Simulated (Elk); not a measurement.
Band structure of YMg (P-3m1, 4 atoms in the cell).

```
CELL_PARAMETERS angstrom
      3.41705     0.00000     0.00000
     -1.70853     2.95925     0.00000
      0.00000     0.00000    11.24178
ATOMIC_POSITIONS crystal
  Y  0.66667 0.33333 0.87089
  Y  0.33333 0.66667 0.12911
  Mg 0.33333 0.66667 0.61802
  Mg 0.66667 0.33333 0.38198
```

Method: LDA (PW92), all-electron FP-LAPW, Elk's shipped species files, APW+lo basis with extra local orbitals (Elk).

Settings: rgkmax = 7.5; stype = 0; swidth = 0.00734986 Ha; ngridk = 8 8 2; gmaxvr = 16 1/bohr; nxlo = 2; lorbcnd = true; lmaxi = 3; maxscl = 100.

The starting cell comes from a database of computed structures (which also holds hypothetical and non-ambient phases and stackings), without a prior relaxation at this level. Values depend on the basis (sphere radii, cutoffs, local orbitals), which need not be converged.

Levels in eV from the Fermi level, bands 18 to 25:
| point | 18 | 19 | 20 | 21 | 22 | 23 | 24 | 25 |
|---|---|---|---|---|---|---|---|---|
| Γ | -4.13 | -3.88 | -1.82 | -0.28 | 1.00 | 1.97 | 1.97 | 2.19 |
| M | -1.76 | -1.46 | -1.26 | -0.53 | -0.37 | 0.57 | 1.48 | 1.64 |
| K | -0.47 | -0.47 | -0.23 | -0.14 | -0.14 | 0.22 | 0.50 | 0.50 |
| A | -4.76 | -2.73 | -2.54 | -0.31 | 0.97 | 1.98 | 1.98 | 2.20 |
| L | -1.83 | -1.26 | -1.04 | -0.89 | -0.05 | 0.19 | 1.08 | 2.25 |
| H | -0.54 | -0.49 | -0.29 | -0.10 | -0.10 | 0.13 | 0.63 | 0.63 |

Bands cross the Fermi level along this path, so the cell is metallic at this level.
